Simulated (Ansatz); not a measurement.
The reference is Pt in the fcc (Cu type) structure (space group Fm-3m, No. 225; a = 3.940 Å). Axes: x, y, z lie along the cube axes.

Structures relaxed with r2SCAN/PAW in Ansatz (a program for electronic structure), no spin-orbit coupling.

Base:

Simulated powder pattern, Cu Kα1, λ = 1.54056 Å (kinematic, ideal powder, no thermal factors, no anomalous dispersion; the 8 strongest lines at most, above 2 %, up to 2θ = 90°):

```tsv
2θ (°)	I/Imax (%)	hkl
39.58	100	(111)
46.03	49	(200)
67.14	33	(220)
80.84	40	(311)
85.25	12	(222)
```

After one change:

Simulated powder pattern, Cu Kα1, λ = 1.54056 Å (kinematic, ideal powder, no thermal factors, no anomalous dispersion; the 8 strongest lines at most, above 2 %, up to 2θ = 90°):

| 2θ (°) | I/Imax (%) |
|---|---|
| 40.77 | 100 |
| 47.43 | 49 |
| 69.33 | 32 |
| 83.67 | 40 |
| 88.31 | 12 |

Problem. What was done to the base?
A) uniaxial strain ε_xx = +0.29 %
B) isotropic strain −2.79 %
C) biaxial strain −2.39 %, plane normal [111], relaxed out of plane
D) strain tensor (xx, yy, zz, yz, xz, xy) = (+2.40, −0.36, −3.28, +0.41, −0.35, −1.19) %

Solution. B, isotropic strain −2.79 %. Its volume per atom is 14.05 Å³ against 15.29 Å³, and its space group is Fm-3m (No. 225).

No phonon test of stability was made. The final runs are not spin-polarised.
